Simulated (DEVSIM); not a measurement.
## abrupt GaP p-n junction

Structure: abrupt GaP p-n junction, at 300 K.

| layer (left to right) | material | thickness (μm) | Nd (cm⁻³) | Na (cm⁻³) | τn (s) | τp (s) |
|---|---|---|---|---|---|---|
| 1 | GaP | 0.270 | - | 6.9e18 | 5.7e-7 | 5.7e-7 |
| 2 | GaP | 110 | 1.9e17 | - | 5.7e-7 | 5.7e-7 |

Left contact: ohmic. Right contact: ohmic. Voltage is applied to the left contact. Recombination: SRH at mid-gap. Mobility is μmin + (μ − μmin)/(1 + (N/Nref)^α).

Constants are typed, rounded textbook-type inputs, not results; the design itself was drawn at random and stands for no fabricated device. Values at 300 K.

```csv
parameter,GaP
gap (eV),2.26
affinity (eV),3.8
permittivity,11.1
Nc (cm⁻³),1.8e19
Nv (cm⁻³),1.9e19
μn (cm²/Vs),250
μp (cm²/Vs),150
"μn,min",10
"μp,min",10
"Nref,n",4.4e18
"Nref,p",1e18
αn,0.8
αp,0.85
```

Model (solved in DEVSIM): 1D drift-diffusion, Boltzmann statistics, complete ionisation; no tunnelling, impact ionisation, image-force lowering or self-heating.

* **Potential step across the device at zero bias**: 2.116 V
* **Largest field in the device at zero bias**: 360000 V/cm
* **Dark forward voltage at 1 A/cm²**: 1.894 V
* **Dark forward voltage at 100 A/cm²**: 2.149 V

Small-signal capacitance in reverse bias (quasi-static):

```tsv
V (V)	C (nF/cm²)
-0.04	83.2
-0.1	82.0
-0.2	80.2
-0.3	78.5
-0.4	76.9
-0.6	73.9
-0.8	71.3
-1	68.9
-1.3	65.8
-1.6	63.0
-2	59.8
```

Dark forward current:

| V (V) | J (A/cm²) |
|---|---|
| 0.70 | 8.5e-14 |
| 0.85 | 1.6e-12 |
| 0.95 | 1.2e-11 |
| 1.10 | 2.3e-10 |
| 1.25 | 4.7e-9 |
| 1.35 | 3.6e-8 |
| 1.50 | 9.9e-7 |
| 1.65 | 0.00010 |
| 1.75 | 0.0042 |
| 1.90 | 1.3 |
| 2.05 | 42 |
| 2.20 | 140 |
| 2.30 | 210 |
| 2.45 | 360 |
| 2.60 | 530 |
| 2.70 | 670 |
| 2.85 | 900 |
| 3.00 | 1200 |
| 3.10 | 1400 |
| 3.25 | 1700 |
